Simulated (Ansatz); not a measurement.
PBE against r2SCAN: SiO2, pressure 30 GPa

Take SiO$_{2}$ in the rutile structure (space group P4_2/mnm, No. 136; a = 4.2359 Å, c = 2.6899 Å) as the base.

(Cell as relaxed with PBE.)

Levels (all Ansatz, an electronic-structure program, PAW, earlier PAW set): PBE (420 eV, no spin-orbit coupling); r2SCAN (500 eV, no spin-orbit coupling).

Each level relaxes its own structure.

```csv
base,PBE,r2SCAN
volume per atom,8.04 Å³,7.79 Å³
lattice parameter a,4.236 Å,4.185 Å
band gap,5.05 eV,6.53 eV
```

It is then changed as follows: cell and atoms relaxed at a pressure of 30 GPa.

| quantity | PBE | r2SCAN |
|---|---|---|
| volume per atom | 7.35 Å³ | ___ |
| valence-band top at Γ (three highest levels, from the VBM) | 0.00, -0.94, -0.94 eV | ___ |
| band gap | 6.50 eV | ___ |
| c/a ratio | 0.646 | ___ |

Problem. Predict the r2SCAN column.

Solution. 
- volume per atom, r2SCAN: 7.18 Å³
- valence-band top at Γ (three highest levels, from the VBM), r2SCAN: 0.00, -0.96, -0.96 eV
- band gap, r2SCAN: 7.84 eV
- c/a ratio, r2SCAN: 0.646

PBE's volume per atom lies 0.163 Å³ above r2SCAN's (2.3 %); PBE's band gap lies 1.34 eV below r2SCAN's; the two agree on the c/a ratio. Neither level is exact; r2SCAN is the comparison here, not a measurement.

Load acts through the strain it causes; cell and atoms are relaxed under it. No phonon test of stability was made. Competing high-pressure phases were not computed.
